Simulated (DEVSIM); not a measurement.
Structure: W/La2O3/n-Ge capacitor, at 350 K.

```tsv
layer (left to right)	material	thickness (nm)	Nd (cm⁻³)
1	La2O3	18.0	-
2	Ge	490	1.5e18
```

Metal gate on the left, work function 4.6 eV. Fixed charge at the semiconductor interface 2.6e12 cm⁻² (in units of +e); no interface traps.

The device is made up for the run: typed textbook-type constants, with dimensions and the other settings drawn at random. Values at 300 K; Nc and Nv go as T^1.5, mobilities as T to minus their exponent, the gap by Varshni's rule with the affinity fixed.

| parameter | La2O3 | Ge |
|---|---|---|
| gap (eV) | 5.8 | 0.664 |
| affinity (eV) | 1.8 | 4 |
| permittivity | 27 | 16 |
| Nc (cm⁻³) | - | 1.04e19 |
| Nv (cm⁻³) | - | 6e18 |
| Varshni α (eV/K) | - | 0.000477 |
| Varshni β (K) | - | 235 |

DEVSIM, 1D Poisson equation in equilibrium, Boltzmann statistics, complete ionisation; no quantum confinement or tunnelling. Metal contacts follow the ideal Schottky-Mott rule: no Fermi-level pinning, no interface dipoles.

Q: Tabulate band edges, carrier densities and field at -0.3 V on the gate.

A: Energies count from the Fermi level of the right contact; mesh points crowd at the junctions.

```
x (μm)    Ec (eV)  Ev (eV)  n (cm⁻³)  p (cm⁻³)  field (V/cm)
--------  -------  -------  --------  --------  ------------
0.000       3.100   -2.700     < 1e2     < 1e2       -330000
0.001074    3.064   -2.736     < 1e2     < 1e2       -330000
0.003008    3.000   -2.800     < 1e2     < 1e2       -330000
0.006495    2.885   -2.915     < 1e2     < 1e2       -330000
0.01288     2.673   -3.127     < 1e2     < 1e2       -330000
0.01576     2.578   -3.222     < 1e2     < 1e2       -330000
0.01735     2.525   -3.275     < 1e2     < 1e2       -330000
0.01864     0.286   -0.358    9.9e14    5.3e13       -250000
0.02038     0.245   -0.400    3.9e15    1.3e13       -220000
0.02357     0.181   -0.463    3.2e16    1.6e12       -170000
0.03006     0.103   -0.541    4.3e17    1.2e11        -74000
0.04973     0.066   -0.579    1.5e18    3.5e10         -1000
0.08143     0.065   -0.579    1.5e18    3.5e10           ≈ 0
0.1437      0.065   -0.579    1.5e18    3.5e10           ≈ 0
0.3081      0.065   -0.579    1.5e18    3.5e10           ≈ 0
0.4068      0.065   -0.579    1.5e18    3.5e10           ≈ 0
0.4570      0.065   -0.579    1.5e18    3.5e10           ≈ 0
0.4826      0.065   -0.579    1.5e18    3.5e10           ≈ 0
0.4985      0.065   -0.579    1.5e18    3.5e10           ≈ 0
0.5037      0.065   -0.579    1.5e18    3.5e10           ≈ 0
0.5063      0.065   -0.579    1.5e18    3.5e10           ≈ 0
0.5080      0.065   -0.579    1.5e18    3.5e10           ≈ 0
```
